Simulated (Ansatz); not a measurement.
The parent structure is LiNbO3 (space group R3c, No. 161; a = 5.137 Å, c = 13.885 Å (hexagonal axes)).

Level of theory: DFT with r2SCAN, PAW potentials and a 500 eV plane-wave cutoff in Ansatz (an electronic-structure program), spin-orbit coupling left out.

Before the change:

| Quantity | Value |
|---|---|
| c/a ratio | 2.703 |
| Lattice parameter a | 5.137 Å |

It is then changed as follows: a hydrostatic pressure of 2.1 GPa.

Problem. What happens to the c/a ratio and lattice parameter a?

Solution. The c/a ratio goes up by 0.0046 to 2.707; the lattice parameter a decreases by 0.032 Å to 5.105 Å.

Load acts through the strain it causes; cell and atoms are relaxed under it. No phonon test of stability was made.
